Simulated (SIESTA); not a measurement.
Band structure of Ta₂Co (I4/mcm, 6 atoms in the cell).

```
CELL_PARAMETERS angstrom
     -3.04214     3.04214     2.48276
      3.04214    -3.04214     2.48276
      3.04214     3.04214    -2.48276
ATOMIC_POSITIONS crystal
  Ta 0.16135 0.66135 0.82270
  Ta 0.83865 0.33865 0.17730
  Ta 0.66135 0.83865 0.50000
  Ta 0.33865 0.16135 0.50000
  Co 0.75000 0.75000 0.00000
  Co 0.25000 0.25000 0.00000
```

Method of the run: GGA PBEsol, numerical atomic orbitals DZP, PseudoDojo PBEsol standard norm-conserving potentials (rewritten from UPF to PSML) run with SIESTA.

Settings: XC.functional = GGA; XC.authors = PBEsol; potentials = PseudoDojo PBEsol standard; PAO.BasisSize = DZP; PAO.EnergyShift = 0.01 Ry; MeshCutoff = 300 Ry; kgrid.MonkhorstPack = 6 6 6; OccupationFunction = FD; ElectronicTemperature = 0.1 eV; MaxSCFIterations = 150; SCF.Mixer.Method = Pulay; SCF.Mixer.Weight = 0.2; SCF.Mixer.History = 8; SCF.DM.Tolerance = 1.0E-04.

The starting cell comes from a database of computed structures (which also holds hypothetical and non-ambient phases and stackings), without a prior relaxation at this level. Spin-orbit coupling is off. Spin polarisation is off. Values carry the incompleteness of an atom-centred basis.

Levels in eV from the Fermi level, bands 40 to 45:
| point | 40 | 41 | 42 | 43 | 44 | 45 |
|---|---|---|---|---|---|---|
| Γ | -0.57 | -0.57 | -0.30 | -0.17 | -0.17 | 0.46 |
| X | -0.63 | -0.40 | -0.37 | -0.10 | -0.07 | 0.07 |
| M | -1.28 | -0.66 | -0.44 | -0.44 | 1.03 | 1.13 |
| Z | -1.23 | -0.70 | -0.62 | -0.62 | 0.91 | 1.41 |
| P | -0.73 | -0.65 | -0.64 | -0.17 | -0.17 | 0.46 |
| N | -0.89 | -0.71 | -0.71 | 0.22 | 0.22 | 0.64 |
| Z1 | -1.23 | -0.70 | -0.62 | -0.62 | 0.91 | 1.41 |

Bands cross the Fermi level along this path, so the cell is metallic at this level.

Higher empty bands are left out: an atom-centred basis made for the valence describes them poorly.
